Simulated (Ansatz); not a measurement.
**Te, pressure series**

The reference is Te (space group P3_121, No. 152; a = 4.624 Å, c = 5.903 Å; made of chains).

Cell and atoms are relaxed at each pressure.

Method: r2SCAN (Ansatz, an electronic-structure program), scalar-relativistic without spin-orbit coupling.

Notes on the quantities. enthalpy: H = E + PV relative to the base's energy.

```tsv
variant	band gap	enthalpy	volume per atom
base	0.55 eV	–	36.44 Å³
pressure −1 GPa	1.04 eV	-0.24 eV/atom	43.32 Å³
pressure 0.3 GPa	0.47 eV	+0.07 eV/atom	35.64 Å³
pressure 0.7 GPa	0.40 eV	+0.16 eV/atom	34.84 Å³
pressure 1.5 GPa	…	+0.33 eV/atom	…
pressure 7.5 GPa	zero	+1.49 eV/atom	29.18 Å³
pressure 10 GPa	zero	+1.93 eV/atom	28.12 Å³
```

Some entries are withheld; estimate them.


- pressure 1.5 GPa, band gap: 0.30 eV
- pressure 1.5 GPa, volume per atom: 33.53 Å³

The mesh was chosen for an insulator and is coarse for the gapless case. With Te present, leaving out spin-orbit coupling can change the band edges. Load acts through the strain it causes; cell and atoms are relaxed under it. Whether these cells are dynamically stable was not tested. Competing high-pressure phases were not computed. No dispersion term is included, though the crystal is made of layers, chains or molecules, so its spacings can come out too wide. The zero or small gap of Te under pressure 7.5 GPa and Te under pressure 10 GPa can change with the level of theory.
